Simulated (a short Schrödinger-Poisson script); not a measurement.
Stack: MOS inversion layer, Al2O3 on p-type Si(100), at 300 K.

```csv
layer,material,thickness (nm),Na (cm⁻³)
1,Al2O3,6.1,-
2,Si,860,2.5e17
```

Constants are typed, rounded textbook-type inputs, not results; the design itself was drawn at random and stands for no fabricated device. Al2O3: permittivity 9, conduction-band edge (eV) 2.7, gap (eV) 6.8, electron mass (mₑ) 0.3. Si: permittivity 11.7, conduction-band edge (eV) 0, gap (eV) 1.124, Nv at 300 K (cm⁻³) 3.1e19.

Channel valleys (confinement mass, in-plane density-of-states mass, number): Δ2 0.916, 0.19, 2; Δ4 0.19, 0.417, 4. At the gate the conduction-band edge of layer 1 lies 3.08 eV − eVg above the Fermi level of the channel; the field vanishes at the back. Gaps are held at their typed values at every temperature. Mesh 0.03 nm at interfaces.

Solved with a short Schrödinger-Poisson script written for these runs: 1D Poisson equation in equilibrium, electrons classical, Boltzmann, parabolic valleys, classical holes, full ionisation, no traps, pinning or gate leakage.

The same stack at other levels of the model or other numerical settings:

```
run                                          sheet density of all electrons at Vg = 2.1 V (cm⁻²)  sheet density of all electrons at Vg = 0.9 V (cm⁻²)  capacitance at Vg = 2.1 V (μF/cm²)  centroid of the channel electrons at Vg = 2.1 V (nm)  rough cost against the base
-------------------------------------------  ---------------------------------------------------  ---------------------------------------------------  ----------------------------------  ----------------------------------------------------  ---------------------------
base                                                                                     1.16e13                                              2.38e12                                1.26                                                  0.44                      about 1
electrons treated as classical, Fermi-Dirac                                              1.12e13                                              2.34e12                                   …                                                     …                            6
electrons treated as quantum, Hartree                                                          …                                              1.85e12                                1.15                                                  1.45                           40
mesh six times as coarse                                                                 1.14e13                                              2.34e12                                1.25                                                  0.53                          0.7
```

Task: Complete the blanks.

Result: 
- electrons treated as classical, Fermi-Dirac, capacitance at Vg = 2.1 V (μF/cm²): 1.21
- electrons treated as quantum, Hartree, sheet density of all electrons at Vg = 2.1 V (cm⁻²): 1.01e13
- electrons treated as classical, Fermi-Dirac, centroid of the channel electrons at Vg = 2.1 V (nm): 0.64

The classical rows ignore confinement, and Boltzmann statistics overrate the density once the band edge passes the Fermi level.
